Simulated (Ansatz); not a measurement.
For spinel Na2WO4, LDA (plane waves, PAW; Ansatz, an electronic-structure program) gives:

| Item | Result |
|---|---|
| equilibrium lattice constant a | 8.931 Å |
| formation enthalpy | -2.378 eV/atom |

Q: What does r²SCAN+rVV10 (PAW; Ansatz) give for the same quantities?

A: 
- lattice constant a: 9.036 Å (increases by 1.2 %)
- formation enthalpy: -2.357 eV/atom (moves by +0.021 eV/atom)

For comparison: lattice constant a 9.130 Å (measured, 298 K, copied from a table, unchecked, not corrected to a static lattice; as tabulated in Acta Crystallographica Section E 71, 592 (2015)).

Changes are worked out from the printed values.

Unless a cell is named, each level is at its own relaxed cell (LDA 12.72, r²SCAN+rVV10 13.17 Å³/atom).

Levels without +SOC leave out spin–orbit coupling, which shifts energies and cells of such heavy elements.

Ansatz's density-functional and Hartree–Fock values are scalar-relativistic unless marked +SOC, with PAW data made under PBE.
